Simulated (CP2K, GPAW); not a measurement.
A CP2K input for a self-consistent single point of KCl (Fm-3m, 2 atoms in the cell) (DFT PBE, GPW, DZVP-MOLOPT-SR-GTH basis, GTH-PBE potentials (GTH_POTENTIALS)):

```
&GLOBAL
  PROJECT kcl
  RUN_TYPE ENERGY_FORCE
  PRINT_LEVEL MEDIUM
&END GLOBAL
&FORCE_EVAL
  METHOD Quickstep
  STRESS_TENSOR ANALYTICAL
  &DFT
    BASIS_SET_FILE_NAME BASIS_MOLOPT
    POTENTIAL_FILE_NAME GTH_POTENTIALS
    &QS
      METHOD GPW
      EPS_DEFAULT 1E-11
    &END QS
    &MGRID
      CUTOFF 500
      REL_CUTOFF 40
      NGRIDS 5
    &END MGRID
    &SCF
      SCF_GUESS ATOMIC
      EPS_SCF 1E-6
      MAX_SCF 100
      ADDED_MOS 4
      &DIAGONALIZATION
        ALGORITHM STANDARD
      &END DIAGONALIZATION
      &MIXING
        METHOD BROYDEN_MIXING
        ALPHA 0.4
        NBUFFER 12
      &END MIXING
      &SMEAR ON
        METHOD FERMI_DIRAC
        ELECTRONIC_TEMPERATURE [K] 580.23
      &END SMEAR
    &END SCF
    &KPOINTS
      SCHEME MONKHORST-PACK 6 6 6
      GAMMA_CENTERED T
    &END KPOINTS
    &XC
      &XC_FUNCTIONAL PBE
      &END XC_FUNCTIONAL
    &END XC
    &PRINT
      &MO
        EIGENVALUES T
        OCCUPATION_NUMBERS T
        NDIGITS 8
        FILENAME mo
        &EACH
          QS_SCF 0
        &END EACH
        ADD_LAST NUMERIC
      &END MO
      &MULLIKEN ON
      &END MULLIKEN
    &END PRINT
  &END DFT
  &SUBSYS
    &CELL
      ABC 4.35874800 4.35874757 4.35874808
      ALPHA_BETA_GAMMA 60.00000172 60.00000063 59.99999674
      PERIODIC XYZ
    &END CELL
    &COORD
      SCALED
      K        0.00000000     0.00000000     0.00000000
      Cl       0.50000000     0.50000000     0.50000000
    &END COORD
    &KIND K
      BASIS_SET DZVP-MOLOPT-SR-GTH-q9
      POTENTIAL GTH-PBE-q9
    &END KIND
    &KIND Cl
      BASIS_SET DZVP-MOLOPT-SR-GTH-q7
      POTENTIAL GTH-PBE-q7
    &END KIND
  &END SUBSYS
  &PRINT
    &FORCES ON
    &END FORCES
    &STRESS_TENSOR ON
    &END STRESS_TENSOR
  &END PRINT
&END FORCE_EVAL
```

**Question.** Give the GPAW input for the same structure, mesh, smearing and functional.

**Answer.** One input that does it (others would too):

```python
from ase import Atoms
from ase.units import GPa
from gpaw import GPAW

atoms = Atoms(['K', 'Cl'],
              cell=[[0.000000, 3.082100, 3.082100],
                    [3.082100, 0.000000, 3.082100],
                    [3.082100, 3.082100, 0.000000]],
              scaled_positions=[[0.000000, 0.000000, 0.000000],
                                [0.500000, 0.500000, 0.500000]],
              pbc=True)

calc = GPAW(mode={'name': 'pw', 'ecut': 600},
            xc='PBE',
            kpts={'size': (6, 6, 6), 'gamma': True},
            occupations={'name': 'fermi-dirac', 'width': 0.05},
            nbands=-6,
            convergence={'bands': -4},
            symmetry={'symmorphic': False, 'tolerance': 0.0005},
            maxiter=150,
            txt='-')

atoms.calc = calc

energy = atoms.get_potential_energy()
print('Energy (eV):', round(energy, 6))
forces = atoms.get_forces()
print('Forces (eV/Ang):')
print(forces.round(5))
stress = atoms.get_stress()
print('Stress (GPa, Voigt):', (stress / GPa).round(4))
```

Basis, cutoffs, solver keys and any potentials are the target program's own. This input uses DFT PBE, plane waves, GPAW PAW datasets PBE (gpaw-data 1.0.1). Both were run: pressure 2.39 GPa in CP2K and 2.10 in GPAW; gap on the mesh 5.416 eV in CP2K and 5.414 in GPAW.

On GPAW: the starting cell has typed, rounded lattice constants, without a prior relaxation at this level. For this run, on top of that: lattice scaled by 0.98.

On CP2K: the starting cell has typed, rounded lattice constants, without a prior relaxation at this level. For this run, on top of that: lattice scaled by 0.98. Values carry the incompleteness of an atom-centred basis.
